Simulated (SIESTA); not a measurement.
# A self-consistent single point of YCu2Ge2 (I4mm, 5 atoms in the cell) with SIESTA

Method: SIESTA with LDA PW92, numerical atomic orbitals DZP, PseudoDojo LDA standard norm-conserving potentials (rewritten from UPF to PSML).

This input was run:

```
# files in the folder: Y.psml Cu.psml Ge.psml (PseudoDojo LDA standard)
SystemName  Y(CuGe)2
SystemLabel Y(CuGe)2

NumberOfAtoms                5
NumberOfSpecies              3
%block ChemicalSpeciesLabel
  1 39 Y
  2 29 Cu
  3 32 Ge
%endblock ChemicalSpeciesLabel
LatticeConstant              5.857265 Ang
%block LatticeVectors
    -0.343046456    0.343046456    0.874435936
     0.343046456   -0.343046456    0.874435936
     0.343046456    0.343046456   -0.874435936
%endblock LatticeVectors
AtomicCoordinatesFormat      Ang
%block AtomicCoordinatesAndAtomicSpecies
     0.000000000   -0.000000000    0.049999041  1
     0.000000000    2.009314000    2.560901500  2
     2.009314000    0.000000000    2.560901500  2
     0.000000000   -0.000000000    6.344274940  3
    -0.000000000    0.000000000    3.899331060  3
%endblock AtomicCoordinatesAndAtomicSpecies

XC.functional                LDA
XC.authors                   PW92
PAO.BasisSize                DZP
PAO.EnergyShift              0.005 Ry
MeshCutoff                   300 Ry
%block kgrid.MonkhorstPack
    5   0   0  0.0
    0   5   0  0.0
    0   0   5  0.0
%endblock kgrid.MonkhorstPack
OccupationFunction           MP
OccupationMPOrder            0
ElectronicTemperature        0.1 eV

MaxSCFIterations             150
SCF.Mixer.Method             Broyden
SCF.Mixer.Weight             0.2
SCF.Mixer.History            8
SCF.DM.Tolerance             1.0E-05
Diag.ParallelOverK           true
WriteForces                  true
Charge.Mulliken              end
```

Output (repeated stretches shortened):

```
reinit: Reading from file input.fdf

reinit: System Name: Y(CuGe)2
reinit: System Label: Y(CuGe)2

coor:   Atomic-coordinates input format  =     Cartesian coordinates
coor:                                          (in Angstroms)

siesta: Atomic coordinates (Bohr) and species
siesta:      0.00000  -0.00000   0.09448  1        1
siesta:      0.00000   3.79705   4.83940  2        2
siesta:      3.79705   0.00000   4.83940  2        3
siesta:      0.00000  -0.00000  11.98894  3        4
siesta:     -0.00000   0.00000   7.36867  3        5

siesta: System type = bulk

initatomlists: Number of atoms, orbitals, and projectors:      5    93    90

siesta: ******************** Simulation parameters ****************************
redata: Spin configuration                          = none
redata: Time-Reversal Symmetry                      = T
redata: Number of Atomic Species                    =        3
redata: Mesh Cutoff                                 =   300.0000 Ry
redata: Net charge of the system                    =     0.0000 |e|
redata: Min. number of SCF Iter                     =        0
redata: Max. number of SCF Iter                     =      150
redata: SCF convergence failure will abort job
redata: SCF mix quantity                            = Hamiltonian
redata: Mix DM or H after convergence               =   F
redata: Recompute H after scf cycle                 =   F
redata: Mix DM in first SCF step                    =   T
redata: No kicks to SCF
redata: DM Mixing Weight for Kicks                  =     0.5000
redata: Require Harris convergence for SCF          =   F
redata: Harris energy tolerance for SCF             =     0.000100 eV
redata: Require DM convergence for SCF              =   T
redata: DM tolerance for SCF                        =     0.000010
redata: Require EDM convergence for SCF             =   F
redata: EDM tolerance for SCF                       =     0.001000 eV
   [... lines left out ...]
diag: Used triangular part                          = Lower
diag: Absolute tolerance                            =  0.100E-15
diag: Orthogonalization factor                      =  0.100E-05
diag: Memory factor                                 =  1.0000

superc: Internal auxiliary supercell:     7 x     7 x     7  =     343
superc: Number of atoms, orbitals, and projectors:   1715  31899  30870

                        Single-point calculation

superc: Internal auxiliary supercell:     7 x     7 x     7  =     343
superc: Number of atoms, orbitals, and projectors:   1715  31899  30870

outcell: Unit cell vectors (Ang):
       -2.009314    2.009314    5.121803
        2.009314   -2.009314    5.121803
        2.009314    2.009314   -5.121803

outcell: Cell vector modules (Ang)   :    5.857265    5.857265    5.857265
outcell: Cell angles (23,13,12) (deg):    139.8748    139.8748     58.0434
outcell: Cell volume (Ang**3)        :     82.7139
new_DM -- step:     1
Initializing Density Matrix...

Attempting to read DM from file... Failed...
DM filled with atomic data:

InitMesh: MESH = 50 x 50 x 36 = 90000
InitMesh: Mesh cutoff (required, used) =   300.000   321.185 Ry

stepf: Methfessel-Paxton step function
       Using Hermite-Gauss polynomials of order  0
        iscf     Eharris(eV)        E_KS(eV)     FreeEng(eV)     dDmax    Ef(eV) dHmax(eV)
   scf:    1   -15313.652359   -15969.760210   -15969.796352  3.344079 -0.915203 86.417217
   scf:    2   -16067.966676   -16246.296838   -16246.304492  2.794045 -4.599017 29.524669
   scf:    3   -16283.795747   -16266.850455   -16266.856197  0.675833 -4.436719 17.095219
   scf:    4   -16272.901512   -16277.674818   -16277.684057  0.449944 -4.165060  5.837734
   scf:    5   -16279.334890   -16278.724995   -16278.733967  0.095812 -4.362182  1.829186
   scf:    6   -16277.623935   -16278.513967   -16278.522696  0.141722 -4.499361  2.882545
   [... 5 lines left out ...]
   scf:   12   -16278.852204   -16278.852153   -16278.861892  0.001847 -4.477536  0.002397
   scf:   13   -16278.852153   -16278.852153   -16278.861892  0.000158 -4.477703  0.000392
   scf:   14   -16278.852154   -16278.852154   -16278.861892  0.000042 -4.477772  0.000245
   scf:   15   -16278.852154   -16278.852154   -16278.861892  0.000013 -4.477814  0.000163
   scf:   16   -16278.852154   -16278.852154   -16278.861892  0.000008 -4.477838  0.000140
SCF Convergence by DM+H criterion
max |DM_out - DM_in|         :     0.0000082776
max |H_out - H_in|      (eV) :     0.0001400738
SCF cycle converged after 16 iterations

Using DM_out to compute the final energy and forces

siesta: E_KS(eV) =           -16278.8522

siesta: E_KS - E_eggbox =    -16278.8522

siesta: Atomic forces (eV/Ang):
     1    0.000222    0.000222   -0.149951
     2    0.000288   -0.000319    0.053463
     3   -0.000319    0.000288    0.053464
     4   -0.000213   -0.000213    0.313753
     5    0.000215    0.000215   -0.271056
   Tot    0.000194    0.000194   -0.000327
   Max    0.313753
   Res    0.115503    sqrt( Sum f_i^2 / 3N )
   Max    0.313753    constrained

Stress tensor Voigt[x,y,z,yz,xz,xy] (kbar):       29.15       29.15       33.78        0.04        0.04       -0.04
(Free)E + p*V (eV/cell)   -16280.4466
Target enthalpy (eV/cell)   -16278.8619

siesta: Program's energy decomposition (eV):
siesta: Ebs     =     -2481.548348
siesta: Eions   =     19291.119538
siesta: Ena     =      1111.746399
siesta: Ekin    =      8665.516864
siesta: Enl     =     -4217.318914
siesta: Eso     =         0.000000
siesta: Edftu   =         0.000000
siesta: DEna    =        87.029543
siesta: DUscf   =         4.436497
siesta: DUext   =         0.000000
siesta: Ex      =     -2438.611703
siesta: Ec      =      -200.531301
siesta: Exc     =     -2639.143004
siesta: Eharris =    -16278.852154
siesta: Etot    =    -16278.852154
siesta: FreeEng =    -16278.861892

siesta: Atomic forces (eV/Ang):
siesta:      1    0.000222    0.000222   -0.149951
siesta:      2    0.000288   -0.000319    0.053463
siesta:      3   -0.000319    0.000288    0.053464
siesta:      4   -0.000213   -0.000213    0.313753
siesta:      5    0.000215    0.000215   -0.271056
siesta: ----------------------------------------
siesta:    Tot    0.000194    0.000194   -0.000327

siesta: Stress tensor (static) (eV/Ang**3):
siesta:     0.018195   -0.000025    0.000028
siesta:    -0.000025    0.018195    0.000028
siesta:     0.000028    0.000028    0.021086

siesta: Cell volume =         82.713897 Ang**3

siesta: Pressure (static):
   [... lines left out ...]
siesta:         -30.69590451        -38.44071424  kBar
   [... lines left out ...]
               4px     3dxy    3dyz    3dz2    3dxz    3dx2-y2 3dxy    3dyz
               3dz2    3dxz    3dx2-y2
   2 18.459   1.922  -0.455   0.268   1.999   1.995   1.999   0.373   0.431
              0.377   1.787   1.787   1.787   1.783   1.808   0.149   0.100

              0.143   0.107   0.100
   3 18.459   1.922  -0.455   0.268   1.999   1.995   1.999   0.377   0.431
              0.373   1.787   1.783   1.787   1.787   1.808   0.149   0.107

              0.143   0.100   0.100

Species: Ge
Atom  Qatom  Qorb
               4s      4s      4py     4pz     4px     4py     4pz     4px
               3dxy    3dyz    3dz2    3dxz    3dx2-y2 4dxy    4dyz    4dz2
               4dxz    4dx2-y2
   4 14.940   1.568   0.025   0.772   0.563   0.772   0.171   0.229   0.171
              2.009   2.002   2.005   2.002   2.003   0.100   0.187   0.030

              0.187   0.147
   5 14.956   1.545   0.037   0.793   0.619   0.793   0.155   0.195   0.155
              2.008   2.002   2.005   2.002   2.003   0.097   0.187   0.028

              0.187   0.145

mulliken: Qtot =       77.000

Mulliken Atomic Populations:
Atom #   charge [q] valence [e]  Species
     1     0.814439   10.185561  Y
     2     0.540974   18.459026  Cu
     3     0.540974   18.459026  Cu
     4    -0.940252   14.940252  Ge
     5    -0.956135   14.956135  Ge
 Total     0.000000
```

The run converged in 16 iterations.

The starting cell comes from a database of computed structures (which also holds hypothetical and non-ambient phases and stackings), without a prior relaxation at this level. Its lattice was rescaled by up to half a per cent. One atom was moved a little off its site on purpose. Spin polarisation is off. Values carry the incompleteness of an atom-centred basis. With a pressure of about -3 GPa the cell is away from its equilibrium volume at this level.

Cost on one core of a shared machine: roughly 2 min.
